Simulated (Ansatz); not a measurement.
## A self-consistent single point of MgCd (R-3m, 2 atoms in the cell) with Ansatz

Method: LDA (PW92), default PAW files made with PBE (plane waves; Ansatz, a program for electronic structure).

This input was run:

Ansatz 0.2 input:
```yaml
crystal:
  lattice:
    - [1.607633, 0.928167, 4.802649]
    - [-1.607633, 0.928167, 4.802649]
    - [0.000000, -1.856334, 4.802649]
  atoms:
    - { symbol: Mg, position_ang: [0.000000, 0.000000, 7.203974] }
    - { symbol: Cd, position_ang: [0.000000, 0.000000, 0.000000] }
basis:
  ecutwfc: 420.0
kpoints:
  mp_grid: { grid: [12, 12, 12] }
hamiltonian:
  xc: lda
  pseudopotentials: { kind: paw }
scf:
  occupations: { method: gaussian, width: 0.1 }
output:
  forces: true
  eigenvalues: true
  stress: true
```

Output (repeated stretches shortened):

```
WARN ansatz: RAYON_NUM_THREADS=1 ignored (pool sized by the plan → 1); use --threads N
basis.fft_grid_basis auto: the FFT boxes are laid along the combinations [[1, 0, -1], [0, 1, -1], [0, 0, 1]] of the cell's own vectors, 3.215, 3.215 and 5.149 …
Pseudopotentials: kind: paw
Pseudopotential: Mg, paw, valence charge 10
Pseudopotential: Cd, paw, valence charge 20
Crystal: 2 atoms, lattice volume = 42.998 Å³
Basis set: ecut = 420 eV, 863 PW (Γ), FFT grids on a1−a3, a2−a3, a3
Bands: 19, of which v1, the nominal top of the filled ones, is band 15 counted from 1 (14 counted from 0)
Symmetry: 12 space group operations
Space group: R-3m (ITA 166), of the structure as read, at distance tolerance 3.5e-5 Å
k-points: 189 of 1728
PAW frozen core: Mg, regenerated for the run's functional, and the local potential with it
PAW frozen core: Cd, regenerated for the run's functional, and the local potential with it
Initial density: superposition of atomic densities (neutral atoms: chi_scale 0, normalization atom), corrected by the library's trained network
Initial wavefunctions: pseudopotential atomic-orbital guess
Eigensolver: davidson
Functional: x = slater, c = lda
SCF iter   1: F=—  HF=-10019.626451 eV  |F-HF|=—  |Δ(HF+E_count)|=         —  Δρ=8.71e-3  dr2=2.06e-2  ethr=1.77e-3  ⟨swp⟩=5.2  Hψ=15300  notcnv=0
all-band conjugate gradients solve this SCF's bands
preconditioner: auto → Kerker (q_TF=auto, 2.569 Å⁻¹)
SCF iter   2: F=—  HF=-10019.617420 eV  |F-HF|=—  |Δ(HF+E_count)|=   9.03e-3  Δρ=2.89e-3  dr2=2.86e-3  ethr=6.86e-5  ⟨swp⟩=2.6  Hψ=7594  notcnv=0
SCF iter   3: F=—  HF=-10019.616585 eV  |F-HF|=—  |Δ(HF+E_count)|=   8.35e-4  Δρ=9.61e-4  dr2=6.60e-4  ethr=9.52e-6  ⟨swp⟩=2.7  Hψ=6370  notcnv=0
SCF iter   4: F=—  HF=-10019.616447 eV  |F-HF|=—  |Δ(HF+E_count)|=   1.37e-4  Δρ=2.43e-4  dr2=8.11e-5  ethr=2.20e-6  ⟨swp⟩=1.8  Hψ=3798  notcnv=0
SCF iter   5: F=—  HF=-10019.616434 eV  |F-HF|=—  |Δ(HF+E_count)|=   1.30e-5  Δρ=1.04e-4  dr2=4.30e-6  ethr=2.70e-7  ⟨swp⟩=1.9  Hψ=3828  notcnv=0
SCF iter   6: F=—  HF=-10019.616434 eV  |F-HF|=—  |Δ(HF+E_count)|=   7.01e-7  Δρ=2.00e-5  dr2=1.66e-7  ethr=1.43e-8  ⟨swp⟩=2.9  Hψ=6261  notcnv=0
SCF iter   7: F=-10019.616434 eV  HF=-10019.616434 eV  |F-HF|=9.45e-9  |Δ(HF+E_count)|=   3.14e-8  Δρ=5.55e-6  dr2=1.73e-8  ethr=3.33e-10  ⟨swp⟩=5.2  Hψ=13991  notcnv=0
SCF 1 converged in 7 iterations: F = -10019.616434 eV  dr2 = 1.73e-8
SCF converged after 7 iterations
Free energy (F): -10019.616434 eV
Harris-Foulkes:  -10019.616434 eV  (|F-HF|=9.45e-9)
Internal energy: -10019.613223 eV  (E = F + TS)
E sigma→0 (E₀):  -10019.614829 eV
Entropy (-TS):   -0.003210 eV (-1.605 meV/atom)
Fermi energy:    10.090251 eV
--- Per-component energies (eV) ---
  E_band       = -792.937137
  E_kinetic    = 580.929894
  E_local      = -4892.820340  (includes V_loc(G=0)·N_el)
  E_nonlocal   = 135.380797
  E_hartree    = 2105.263404
  E_xc         = -204.616898
  E_vxc        = -259.217386  (∫ρ·V_xc dr)
  E_paw        = -4217.051867  (= ΣΔE_a)
  E_vpaw       = -567.734612  (= ΣTr[D̂ρ^β])
  E_aug_tail   = 0.000012  (compensation charges beyond the density's cutoff)
  E_ewald      = -3527.615274
  E_core_change = 0.917048  (= ΣΔE_core)
  E_smearing   = -0.003210  (= −TS)
  E_closure    = -0.000000  (closes the sum)
  Σ components = -10019.616434   (vs F -10019.616434, Δ=0.00e0)
--- Forces (eV/Å), atoms counted from 1 ---
  atom   1  Mg    -0.00000000     0.00000000     0.00000000
  atom   2  Cd    -0.00000000     0.00000000     0.00000000
  max |Σ_I F_I| component: 1.18e-28 eV/Å
--- Stress (GPa, compression-positive) ---
       -2.272777       0.000000      -0.000000
        0.000000      -2.272777      -0.000000
        0.000000      -0.000000      -3.598665
  P = ⅓ Tr σ = -2.7147 GPa (-27.147 kbar)
  The stress holds the Pulay correction. Without it, at fixed plane waves, as pw.x and ABINIT print it: P = -2.7292 GPa
--- Band table (eV; the first three rows and the last of 189) ---
  k-point 0: bands = ["-92.5506", "-65.2876", "-53.6816", "-53.6601", "-53.6601", "-32.7120", "-32.7036", "-32.7036", "0.9219", "1.2355", "1.2355", "1.5755", "1.5755", "2.0148", "8.6119", "9.9240", "21.3684", "21.3684", "22.0909"]
  k-point 1: bands = ["-92.5505", "-65.2875", "-53.6814", "-53.6614", "-53.6605", "-32.7118", "-32.7052", "-32.7040", "0.9570", "1.2186", "1.2764", "1.5333", "1.5682", "2.1614", "8.6826", "10.1441", "19.3603", "20.5386", "21.3560"]
  k-point 2: bands = ["-92.5503", "-65.2871", "-53.6811", "-53.6649", "-53.6614", "-32.7113", "-32.7093", "-32.7051", "1.0192", "1.1922", "1.3895", "1.4228", "1.5490", "2.6188", "8.9164", "10.7648", "16.7249", "19.4224", "19.5876"]
  k-point 188: bands = ["-92.5506", "-65.2876", "-53.6815", "-53.6601", "-53.6601", "-32.7122", "-32.7036", "-32.7036", "0.9414", "1.2358", "1.2358", "1.5809", "1.5809", "3.3610", "4.4100", "16.4495", "18.4291", "20.5068", "20.5068"]
```

The run converged in 7 iterations.

The starting cell comes from a database of computed structures (which also holds hypothetical and non-ambient phases and stackings), without a prior relaxation at this level. Its lattice was rescaled by up to half a per cent. Ansatz's pressure includes its estimate of the finite-basis (Pulay) stress.
